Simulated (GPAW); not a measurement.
**σxx against uniaxial strain in rock-salt ZrC (space group 225): C11 (GPAW, LDA)**

```
CELL_PARAMETERS angstrom
      0.00000     2.31669     2.31669
      2.28194     0.00000     2.31669
      2.28194     2.31669     0.00000
ATOMIC_POSITIONS crystal
  Zr 0.00000 0.00000 0.00000
  C  0.50000 0.50000 0.50000
```

Computed with LDA (Perdew-Wang 92), GPAW PAW datasets LDA (gpaw-data 1.0.1) (plane waves; GPAW). Settings: mode = pw; ecut = 1040 eV; xc = LDA; kpts = 24 24 24; mesh shift (steps) = 0 0 0; occupations.name = fermi-dirac; occupations.width = 0.05 eV; nbands = -6; convergence.density = 1e-06 e/electron; convergence.energy = 1e-06 eV/electron; symmetry.symmorphic = false; symmetry.tolerance = 0.0005; maxiter = 120. The cell above is the first row's. The rows stretch one cube axis (x) by the strain ε and hold the other two. Stress is positive in tension. In all rows fractional positions and the k mesh are held.

```csv
ε (%),σxx (GPa)
-1.5,-8.38
-1.0,-5.40
-0.5,-2.58
0.0,0.11
0.5,2.65
1.0,5.07
1.5,7.36
2.0,?
```

Q: Fit σxx against ε with a parabola, and predict the withheld value at ε = 2.0.

A: Least squares gives σxx = 0.107 + 5.2421·ε - 0.2738·ε². Residuals (row less fit): -0.008, 0.009, 0.002, 0.003, -0.010, -0.005, 0.006; standard error 0.009 (degrees of freedom: 4). The slope at ε = 0, 5.2421 GPa per cent, gives C11 ≈ 100 × 5.2421 = 524 GPa, for the static lattice. At the withheld row, σxx = 0.107 + 5.2421 × 2.0 - 0.2738 × 2.0² = 9.496 GPa. The calculation gives 9.53 GPa, 0.034 GPa above the prediction (0.2 % of the range of σxx in the table). The row lies outside the fitted rows, so this is an extrapolation. From the scatter of the fitted rows alone, a prediction at this place has a standard error of 0.016 GPa, so the miss is 2.1 times that.

Carrying the step between the two nearest rows on in a straight line would have given 9.65, off by 0.12; series whose last step already gives the withheld value aren't shown. The reference cell has the volume at which an earlier scan in this program and functional put its minimum by a fit. The runs keep the symmetry of the cell, so they don't test it for distortions. The unstrained cell stands at a pressure of -0.11 GPa, and the constants belong to that pressure. By symmetry this strain leaves no force on the atoms; the largest in the rows is 0.000 eV/Å. Without a gap such slopes are sensitive to mesh and smearing. Cutoffs and mesh are single choices, not tested for convergence of this quantity. Series with a scatter that would blur these digits, or in which a gap closes, are not shown. Strain series were run only where this level's volume lies within 10 % of a first guess from the measured size.
